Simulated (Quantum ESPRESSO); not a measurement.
Quantum ESPRESSO run on I (Cmce, 4 atoms in the cell): self-consistent single point.

Method: PBE, spin-orbit coupling, PseudoDojo fully relativistic norm-conserving (PBE) pseudopotentials (plane waves; Quantum ESPRESSO).

```xyz
4
Lattice="2.4029 -3.6470 0.0000 2.4029 3.6470 0.0000 0.0000 0.0000 9.8223" Properties=species:S:1:pos:R:3 pbc="T T T"
I      4.0657     0.0000     8.6731
I      3.1430     0.0000     3.7619
I      1.6628     0.0000     6.0604
I      0.7401     0.0000     1.1492
```

Reference input (self-consistent single point, DFT, PBE, plane waves, GBRV 1.5 ultrasoft (PBE) pseudopotentials): ecutwfc = 40 Ry; ecutrho = 200 Ry; occupations = smearing; smearing = fd; degauss = 0.000734986 Ry; potentials = {I: i_pbe_v1.uspp.F.UPF}; K_POINTS = automatic 4 4 2 0 0 0; conv_thr = 1e-11 Ry; mixing_beta = 0.5. This run's input differs from it in these lines:

```diff
@@ -12,4 +12,3 @@
  ntyp = 1
- ecutwfc = 40
- ecutrho = 200
+ ecutwfc = 70
  occupations = 'smearing'
@@ -17,2 +16,4 @@
  degauss = 0.000734986
+ noncolin = .true.
+ lspinorb = .true.
 /
@@ -23,3 +24,3 @@
 ATOMIC_SPECIES
-I    126.9045  i_pbe_v1.uspp.F.UPF
+I    126.9045  I.upf
 CELL_PARAMETERS {bohr}
```

The program printed (abridged):

```
     Self-consistent Calculation

     iteration #  1     ecut=    70.00 Ry     beta= 0.50

     Threshold (ethr) on eigenvalues was too large:
     Diagonalizing with lowered threshold

     total energy              =    -103.56752649 Ry
     estimated scf accuracy    <       0.05077687 Ry

     iteration #  2     ecut=    70.00 Ry     beta= 0.50

     total energy              =    -103.56933600 Ry
     estimated scf accuracy    <       0.00574359 Ry

     iteration #  3     ecut=    70.00 Ry     beta= 0.50

     total energy              =    -103.57058168 Ry
     estimated scf accuracy    <       0.00015059 Ry

   [... 6 blocks of this kind left out ...]

     iteration # 10     ecut=    70.00 Ry     beta= 0.50

     total energy              =    -103.57079788 Ry
     estimated scf accuracy    <          1.2E-11 Ry

     iteration # 11     ecut=    70.00 Ry     beta= 0.50
     End of self-consistent calculation

     the Fermi energy is     3.5644 ev

!    total energy              =    -103.57079788 Ry
     estimated scf accuracy    <          1.1E-12 Ry
     smearing contrib. (-TS)   =      -0.00000000 Ry
     internal energy E=F+TS    =    -103.57079788 Ry

     convergence has been achieved in  11 iterations

     Forces acting on atoms (cartesian axes, Ry/au):

     atom    1 type  1   force =    -0.00780509    0.00000000   -0.01813770
     atom    2 type  1   force =     0.00780509    0.00000000   -0.01813770
     atom    3 type  1   force =    -0.00780509    0.00000000    0.01813770
     atom    4 type  1   force =     0.00780509    0.00000000    0.01813770

     Total force =     0.039492     Total SCF correction =     0.000002

          total   stress  (Ry/bohr**3)                   (kbar)     P=       10.42
   0.00004330   0.00000000   0.00000000            6.37        0.00        0.00
   0.00000000   0.00007588   0.00000000            0.00       11.16        0.00
   0.00000000   0.00000000   0.00009323            0.00        0.00       13.71

   JOB DONE.
```

The run converged in 11 iterations. Against the reference run the pressure goes from 0.84 to 1.04 GPa, the largest force goes from 0.413 to 0.508 eV/Å and the gap on the mesh goes from 1.163 to 0.880 eV.

The starting cell has typed, rounded lattice constants, without a prior relaxation at this level. Its lattice was rescaled by a random factor within 2.5 % of one.

Cost on one core of a shared machine: roughly 4 min.
